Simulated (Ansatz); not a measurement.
# CdSe, response to strain

Base system: CdSe in the zinc blende structure (space group F-43m, No. 216; a = 6.0816 Å). Axes: x, y, z lie along the cube axes.

Strains are applied to the cell and any free atomic positions relax.

Method: PBEsol (Ansatz, a quantum-chemistry and plane-wave program; PAW; 420 eV plane waves; no SOC).

Notes on the quantities. energy relative to the base: free energy F.

```csv
uniaxial strain ε_zz (%),energy relative to the base (meV/atom)
0,0.0
0.5,0.1
1,0.6
1.5,?
2,2.2
2.5,3.4
3,4.9
```

### Question
Fit ΔE = Aε² + Bε³ (ε in %) to the rows shown and predict the withheld row.

### Answer
Least squares on the printed values gives A = 0.564 and B = -0.0069 meV/atom (largest residual 0.0 meV/atom); this predicts 1.2 meV/atom, and the run gives 1.2 meV/atom, in agreement.

Stability against distortions was not tested.
